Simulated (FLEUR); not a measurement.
Worked example: self-consistent single point of a sheet of PbO (4 atoms in the cell) in FLEUR.

Level of theory: PBE, all-electron FLAPW (FLEUR), scalar-relativistic valence.

The change in words: lattice scaled in the plane by 0.98. Reference geometry:
```xyz
4
Lattice="3.9185 0.0000 0.0000 0.0000 3.9185 0.0000 0.0000 0.0000 16.3659" Properties=species:S:1:pos:R:3 pbc="T T T"
Pb     1.9593     0.0000     9.3659
Pb     0.0000     1.9593     7.0000
O      0.0000     0.0000     8.1830
O      1.9593     1.9593     8.1830
```

Reference input (self-consistent single point, DFT, PBE, all-electron FLAPW (FLEUR), scalar-relativistic valence): Kmax = 4.1 1/bohr; GmaxXC = 16.4 1/bohr; xcFunctional = pbe; jspins = 1; l_soc = F; mode = gauss; fermiSmearingEnergy = 0.00367493 Htr; mesh (inpgen div1-3) = 6 6 1; inpgen gamma flag = true; Gmax = 16.4 1/bohr; numbands = 0; maxIterBroyd = 15. This run's input differs from it in these lines:

```diff
@@ -5,4 +5,4 @@
 0.0000000000 1.0000000000 0.0000000000
-0.0000000000 0.0000000000 4.1765685546
-7.4049144961
+0.0000000000 0.0000000000 4.2618043812
+7.2568166597
 1.0 1.0 1.0
@@ -45,5 +45,5 @@
          <bravaisMatrix>
-            <row-1>    7.4049144961000000     0.0000000000000000     0.0000000000000000</row-1>
-            <row-2>    0.0000000000000000     7.4049144961000000     0.0000000000000000</row-2>
-            <row-3>    0.0000000000000000     0.0000000000000000    30.9271330339129662</row-3>
+            <row-1>    7.2568166597000001     0.0000000000000000     0.0000000000000000</row-1>
+            <row-2>    0.0000000000000000     7.2568166597000001     0.0000000000000000</row-2>
+            <row-3>    0.0000000000000000     0.0000000000000000    30.9271330338746111</row-3>
          </bravaisMatrix>
```

The program printed (abridged):

```
 Iteration:     1   Distance:      12.53439350 me/bohr^3
 Iteration:     2   Distance:      10.31591129 me/bohr^3
 Iteration:     3   Distance:       3.92176625 me/bohr^3
 Iteration:     4   Distance:       4.54632388 me/bohr^3
 Iteration:     5   Distance:       0.98540940 me/bohr^3
   [... 9 lines left out ...]
 Iteration:    15   Distance:       0.00006196 me/bohr^3
 Iteration:    16   Distance:       0.00005236 me/bohr^3
 Iteration:    17   Distance:       0.00003798 me/bohr^3
 Iteration:    18   Distance:       0.00000767 me/bohr^3
 Reset of history
 Run finished successfully
 Stop message:
   Structural relaxation: new displacements generated

[file out, last iteration]
             iter=     19
[...]
          total density-effective poten   -7.4893766142E+04
          total charge density-energy d   -7.9787888537E+02
 Updated energy parameters for spin:           1
[...]
 fermi energy and band-weighting factors:

[...]
FERMIE:
          first approx. to ef    (T=0)  :  -0.047867 htr   (energy of the highest occ. eigenvalue)
          number of occ. states  (T=0)  :        200
          first approx. to seigv (T=0)  : -17.483382 htr
          sum of weights of occ. states :  20.000000
          sum of semicore charge        :   0.000000 e
          fermi energy=  -0.03755 har   work function=   1.02187 ev
          number of valence electrons=  39.99999
   [... lines left out ...]
          total moment                 =     0.00000
 Direct bandgap for spin            1 :   0.10955981437843693       Htr
 ---->    free energy=                    -42007.8181794283 htr
   [... lines left out ...]
      extrapolation for T->0
 ---->    total electron energy=          -42007.8181794283 htr
 ***** TOTAL FORCES ON ATOMS *****
 TOTAL FORCE FOR ATOM TYPE=  1  X=  1.814   Y= -1.814   Z=-13.228
                       FX_TOT= 0.000000 FY_TOT= 0.000000 FZ_TOT= 0.031732
 TOTAL FORCE FOR ATOM TYPE=  2  X= -1.814   Y= -1.814   Z= 15.464
                       FX_TOT= 0.000000 FY_TOT= 0.000000 FZ_TOT= 0.000000
```

The run converged in 18 iterations. FLEUR gives forces in its relaxation mode, with a further iteration, so its stop message speaks of a relaxation. Against the reference run the free energy goes up by 47.8 meV/atom, the largest force goes from 0.991 to 1.632 eV/Å and the gap on the mesh goes from 2.778 to 2.981 eV.

The starting cell was generated: these elements placed on a structure prototype, without a prior relaxation; it need not be a known phase or ordering of this composition. Its lattice was rescaled in the plane by a random factor within 2.5 % of one. For this run, on top of that: lattice scaled in the plane by 0.98. Spin-orbit coupling is off. Values depend on the basis (sphere radii, cutoffs, local orbitals), which need not be converged. Forces in this geometry exceed 1 eV/Å.

Cost on one core of a shared machine: roughly 6 min.
